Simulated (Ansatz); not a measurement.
```
CELL_PARAMETERS angstrom
      1.61837     0.93437     7.17466
     -1.61837     0.93437     7.17466
      0.00000    -1.86873     7.17466
ATOMIC_POSITIONS crystal
  B  0.90422 0.90422 0.90422
  B  0.98360 0.98360 0.98360
  Se 0.36041 0.36041 0.36041
  Se 0.19407 0.19407 0.19407
```

No spin polarisation.

Calculations: Kohn–Sham DFT with the r2SCAN+rVV10 functional, run in Ansatz (an electronic-structure program) with PAW and 500 eV plane waves, no spin-orbit coupling, earlier PAW set. Γ-centred 12×12×12 mesh, Fermi–Dirac width 0.05 eV.

Problem. Predict the band gap, hole mass and space group.

Solution. 
```json
{
 "band_gap": "2.04 eV",
 "hole_mass": "0.23 mₑ along k, 2.7 mₑ across (at T)",
 "space_group": "R3m (No. 160)"
}
```

Effective masses come from finite differences of ±0.01 Å⁻¹. Along k means along the line from Γ to the band edge. No phonon test of stability was made. The cell was made from InSe by this change: In → B; the result is a hypothetical phase, not in the database extracts checked.
